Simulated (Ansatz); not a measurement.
Input:

```yaml
crystal:
  lattice:
    - [0.00000, 2.81672, 2.81672]
    - [2.81672, 0.00000, 2.81672]
    - [2.81672, 2.81672, 0.00000]
  atoms:
    - { symbol: Zn, position: [0.00000, 0.00000, 0.00000] }
    - { symbol: Se, position: [0.75000, 0.75000, 0.75000] }
```

Level of theory: PBEsol, rigid bands (plane waves, PAW, scalar-relativistic; Ansatz, a quantum-chemistry and plane-wave program). How the cell was made: cell and atoms relaxed with PBEsol.

**Question.** What conductivity effective mass do dilute electrons have at 300 K?

**Answer.** 0.102 mₑ.

**Question.** And the band gap?

**Answer.** 1.24 eV at this level; semilocal functionals usually fall short of the measured gap.

Rigid bands, one relaxation time for all states, no polarons. Spin-orbit coupling is left out; where it splits the top of the valence band it changes the hole mass and lowers the gap by about a third of the splitting.
